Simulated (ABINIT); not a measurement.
Band structure of AgPt (P-6m2, 2 atoms in the cell).

```xyz
2
Lattice="2.7830 0.0000 0.0000 -1.3915 2.4102 0.0000 0.0000 0.0000 4.7951" Properties=species:S:1:pos:R:3 pbc="T T T"
Ag     0.0000     0.0000     2.3976
Pt     1.3915     0.8034     0.0000
```

Level of theory: PBEsol, PAW (JTH v2.0 PBE PAW, files made for PBE) (plane waves; ABINIT).

Settings: pseudos = [Ag.GGA_PBE-JTH.xml, Pt.GGA_PBE-JTH.xml]; ecut = 571 eV; pawecutdg = 1143 eV; pawxcdev = 0; ixc = -116133; occopt = 7; tsmear = 0.00367493 Ha; ngkpt = 11 11 6; nshiftk = 1; shiftk = 0 0 0; potentials = JTH v2.0 PBE PAW; kptopt = 1; nstep = 50.

The starting cell comes from a database of computed structures (which also holds hypothetical and non-ambient phases and stackings), without a prior relaxation at this level. Spin-orbit coupling is off. Spin polarisation is off. The potentials were made for another functional than the one used.

Levels in eV from the Fermi level, bands 8 to 15:
```tsv
point	8	9	10	11	12	13	14	15
Γ	-2.80	-2.80	-0.46	-0.46	-0.46	4.36	16.44	17.22
M	-2.30	-0.67	0.68	1.25	3.50	7.41	8.19	9.93
K	-1.93	-1.51	-1.22	4.06	4.92	5.11	10.93	11.04
A	-3.46	-2.37	-2.37	-0.52	-0.52	11.00	12.20	16.48
L	-1.33	-0.89	0.69	1.32	1.57	5.98	6.37	14.23
H	-2.63	-1.65	-0.56	5.02	5.87	6.64	7.12	7.91
```

Bands cross the Fermi level along this path, so the cell is metallic at this level.
